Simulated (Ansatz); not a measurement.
Consider Zr in the hcp (Mg type) structure (space group P6_3/mmc, No. 194; relaxed with 0.1 eV smearing).

```yaml
crystal:
  lattice:
    - [3.24431, 0.00000, 0.00000]
    - [-1.62215, 2.80965, 0.00000]
    - [0.00000, 0.00000, 5.15800]
  atoms:
    - { symbol: Zr, position: [0.33333, 0.66667, 0.75000] }
    - { symbol: Zr, position: [0.66667, 0.33333, 0.25000] }
```

Cartesian axes are those of the cell as printed.

Level of theory: r2SCAN (Ansatz, a program for electronic structure; PAW; 500 eV plane waves; spin-orbit coupling left out).

For the base:

| Property | Result |
|---|---|
| Pressure | 0.0 GPa |

The change: uniaxial strain ε_yy = +4.80 %, all other strain components held at zero, atoms relaxed at fixed cell.

**Question.** How does this affect the pressure?

**Answer.** The pressure (mean of the normal stresses, compression positive) goes from zero to -4.1 GPa.

**Question.** Estimate the effect on the energy relative to the base.

**Answer.** The energy goes up by 23 meV/atom.

**Question.** How does this affect the largest internal atomic displacement?

**Answer.** The largest internal atomic displacement amounts to 0.044 Å.

Whether these cells are dynamically stable was not tested. The final runs are not spin-polarised.
